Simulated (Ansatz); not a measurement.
Consider AlN in the zinc blende structure (space group F-43m, No. 216; a = 4.342 Å).

Method: Ansatz (a program for electronic structure), LDA, PAW, cutoff 420 eV, no spin-orbit coupling.

For the base:

| Item | Value |
|---|---|
| Smallest direct gap | 4.39 eV |
| Electron mass | 0.52 mₑ along k, 0.32 mₑ across (at X) |
| Band gap | 3.25 eV |

The change: the cell is scaled by 0.9800 in all directions, atoms relaxed at fixed cell.

Question: Predict the new smallest direct gap, electron mass and band gap.

Answer: The smallest direct gap increases by 0.55 eV to 4.94 eV; the electron mass becomes 0.51 mₑ along k, 0.32 mₑ across (at X) (base: 0.52 mₑ along k, 0.32 mₑ across (at X)); the band gap increases by 0.024 eV to 3.28 eV.

The cells carry an imposed strain or load. Effective masses come from finite differences of ±0.01 Å⁻¹. Along k means along the line from Γ to the band edge. Whether these cells are dynamically stable was not tested. This is not the structure that AlN has at room temperature and ambient pressure.
